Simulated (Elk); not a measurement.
Band structure of LiPd7 (Fm-3m, 8 atoms in the cell).

```yaml
crystal:
  lattice:
    - [0.00000, 3.88572, 3.88572]
    - [3.88572, 0.00000, 3.88572]
    - [3.88572, 3.88572, 0.00000]
  atoms:
    - { symbol: Li, position: [0.00000, 0.00000, 0.00000] }
    - { symbol: Pd, position: [0.50000, 0.50000, 0.50000], spin: 1.0 }
    - { symbol: Pd, position: [0.00000, 0.00000, 0.50000], spin: 1.0 }
    - { symbol: Pd, position: [0.50000, 0.50000, 0.00000], spin: 1.0 }
    - { symbol: Pd, position: [0.50000, 0.00000, 0.00000], spin: 1.0 }
    - { symbol: Pd, position: [0.00000, 0.50000, 0.50000], spin: 1.0 }
    - { symbol: Pd, position: [0.00000, 0.50000, 0.00000], spin: 1.0 }
    - { symbol: Pd, position: [0.50000, 0.00000, 0.50000], spin: 1.0 }
```
(The spins are starting values, not results.)

Level of theory: PBEsol, all-electron FP-LAPW, Elk's shipped species files, APW+lo basis with extra local orbitals (Elk).

Settings: xctype = 22; spinpol = true; rgkmax = 8; swidth = 0.00499791 Ha; ngridk = 5 5 5; reducebf = 0.7; gmaxvr = 16 1/bohr; nxlo = 2; lorbcnd = true; lmaxi = 2; nempty = 10 per atom; maxscl = 100.

The starting cell comes from a database of computed structures (which also holds hypothetical and non-ambient phases and stackings), without a prior relaxation at this level. The starting moments vanished: the run ended non-magnetic. Values depend on the basis (sphere radii, cutoffs, local orbitals), which need not be converged.

Levels in eV from the Fermi level, bands 62 to 69 of the first spin channel:
```json
[
 {"point": "Γ", "62": "0.05", "63": "0.32", "64": "0.32", "65": "0.32", "66": "0.81", "67": "0.81", "68": "0.81", "69": "0.92"},
 {"point": "X", "62": "-1.28", "63": "-1.16", "64": "-1.13", "65": "-0.62", "66": "0.32", "67": "1.54", "68": "2.20", "69": "2.27"},
 {"point": "W", "62": "-1.07", "63": "-0.48", "64": "-0.32", "65": "-0.16", "66": "0.05", "67": "0.05", "68": "0.41", "69": "4.76"},
 {"point": "K", "62": "-0.86", "63": "-0.83", "64": "-0.77", "65": "-0.57", "66": "-0.01", "67": "0.14", "68": "2.03", "69": "2.38"},
 {"point": "L", "62": "-1.06", "63": "0.01", "64": "0.01", "65": "0.08", "66": "0.12", "67": "2.98", "68": "3.28", "69": "3.28"},
 {"point": "U", "62": "-0.86", "63": "-0.83", "64": "-0.77", "65": "-0.57", "66": "-0.01", "67": "0.14", "68": "2.03", "69": "2.38"}
]
```

Bands cross the Fermi level along this path, so the cell is metallic at this level.

The net moment of the cell came out as 0.00 μB.
